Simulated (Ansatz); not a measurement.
**C, response to strain**

Start from C in the diamond structure (space group Fd-3m, No. 227; a = 3.5603 Å). Axes: x, y, z lie along the cube axes.

Strains are applied to the cell and any free atomic positions relax; under biaxial strain the out-of-plane vector relaxes too.

Computed with r2SCAN (Ansatz, a first-principles code; PAW; 500 eV plane waves; no spin-orbit coupling).

Notes on the quantities. energy relative to the base: free energy F.

| biaxial strain, plane normal [111], relaxed out of plane (%) | energy relative to the base (meV/atom) |
|---|---|
| 0 | 0.0 |
| 0.42 | 0.8 |
| 0.83 | 3.1 |
| 1.25 | ? |
| 1.67 | 12.1 |
| 2.08 | 18.6 |
| 2.5 | 26.6 |

### Question
Fit ΔE = Aε² + Bε³ (ε in %) to the rows shown and predict the withheld row.

### Answer
Least squares on the printed values gives A = 4.53 and B = -0.11 meV/atom (largest residual 0.0 meV/atom); this predicts 6.9 meV/atom, and the run gives 6.9 meV/atom, in agreement.

Whether these cells are dynamically stable was not tested.
